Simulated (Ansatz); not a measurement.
The reference is PbO (space group P4/nmm, No. 129).

```
PbO
1.0
    3.96959     0.00000     0.00000
    0.00000     3.96959     0.00000
    0.00000     0.00000     4.70543
Pb O
2 2
Direct
  0.50000   0.00000   0.74936
  0.00000   0.50000   0.25064
  0.50000   0.50000   0.00000
  0.00000   0.00000   0.00000
```

Cartesian axes are those of the cell as printed.

Level of theory: PBEsol-D3(BJ) in Ansatz (plane waves to 420 eV, PAW, no SOC).

For the base:

```
Item         Value
--------  --------
Band gap   0.90 eV
Pressure  0.00 GPa
```

Modification: the cell is stretched by 3.00 % along x with no lateral relaxation; the atoms relax in the strained cell.

Q: What does the calculation give for the band gap after the change?

A: The band gap goes up by 0.18 eV (0.90 eV → 1.08 eV).

Q: Estimate the effect on the energy relative to the base.

A: The energy goes up by 4.0 meV/atom.

Q: What happens to the pressure?

A: The pressure (mean of the normal stresses, compression positive) goes from zero to -1.70 GPa.

Spin-orbit coupling, missing from the scalar runs, can matter with Pb. No phonon test of stability was made.

Ansatz is a first-principles code.
